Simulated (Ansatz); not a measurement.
The starting structures come from a database of crystals and need not be the phases stable at ambient conditions.

Inside the gap of an insulator the Bloch states are evanescent, with a wavenumber k + iκ along the transport direction.

Consider the following.

```yaml
crystal:
  lattice:
    - [5.83440, 0.00000, 0.00000]
    - [2.17570, 7.64945, 0.00000]
    - [0.00000, 0.00000, 6.98791]
  atoms:
    - { symbol: Rb, position: [0.67422, 0.70654, 0.25000] }
    - { symbol: Rb, position: [0.32578, 0.29346, 0.75000] }
    - { symbol: Ge, position: [0.93103, 0.12000, 0.25000] }
    - { symbol: Ge, position: [0.06897, 0.88000, 0.75000] }
    - { symbol: Cl, position: [0.32704, 0.12940, 0.25000] }
    - { symbol: Cl, position: [0.67296, 0.87060, 0.75000] }
    - { symbol: Cl, position: [0.18625, 0.67780, 0.50505] }
    - { symbol: Cl, position: [0.81375, 0.32220, 0.49495] }
    - { symbol: Cl, position: [0.81375, 0.32220, 0.00505] }
    - { symbol: Cl, position: [0.18625, 0.67780, 0.99495] }
```

The cell is taken as given.

Transport runs along the normal of the first two printed cell vectors.

The gap is the functional's own. No spin-orbit coupling. Mid-gap values are those at the computed energy nearest the middle.

### Question
Predict the band gap and the smallest decay constant κ at mid-gap from r2SCAN (Ansatz, a first-principles code).

### Answer
Gap 4.09 eV on a 6×4×6 mesh; κ = 0.404 1/Å, at (0.167, 0.500) of the in-plane reciprocal vectors. At the zone centre the slowest state has κ = 0.41 1/Å.
